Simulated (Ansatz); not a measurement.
**SrTaNO2 (Pm, No. 6, 15 atoms in the cell; start mp-754505)**

Calculation: PBE0 (PAW; Ansatz, a program for electronic structure).

Numerical settings: plane-wave cutoff 460 eV, 4×6×2 k mesh (along the axes of the cell as run), Fermi–Dirac smearing 0.01 eV, scalar-relativistic PAW data made under PBE.

Cell (relaxed with PBEsol):

```cif
data_N3O6Sr3Ta3
_chemical_formula_sum 'Sr3 Ta3 N3 O6'
_space_group_name_H-M_alt 'P 1'
_space_group_IT_number 1
_cell_length_a 5.74773
_cell_length_b 3.96532
_cell_length_c 9.04707
_cell_angle_alpha 90.000
_cell_angle_beta 107.722
_cell_angle_gamma 90.000
loop_
_space_group_symop_operation_xyz
  'x, y, z'
loop_
_atom_site_label
_atom_site_type_symbol
_atom_site_fract_x
_atom_site_fract_y
_atom_site_fract_z
_atom_site_occupancy
Sr1 Sr 0.84996 0.50000 0.67577 1
Sr2 Sr 0.52204 0.50000 0.00393 1
Sr3 Sr 0.17495 0.50000 0.33329 1
Ta1 Ta 0.33771 0.00000 0.65903 1
Ta2 Ta 0.02109 0.00000 0.00904 1
Ta3 Ta 0.68003 0.00000 0.34451 1
N1 N 0.00703 0.00000 0.49521 1
N2 N 0.50950 0.00000 0.50482 1
N3 N 0.32893 0.00000 0.16108 1
O1 O 0.32675 0.50000 0.68271 1
O2 O 0.97377 0.50000 0.98866 1
O3 O 0.66974 0.50000 0.31896 1
O4 O 0.64157 0.00000 0.84159 1
O5 O 0.13030 0.00000 0.82278 1
O6 O 0.82666 0.00000 0.15861 1
```

```json
{
 "band_gap": "2.74 eV (on the SCF k mesh)",
 "smallest_direct_gap_on_the_k_points_sampled": "2.81 eV"
}
```

Note: cell and atoms aren't relaxed at this level (pressure 0.7 GPa).

Spin–orbit coupling is not included.

A start named mp-… is a Materials Project structure, which need not be a measured phase.
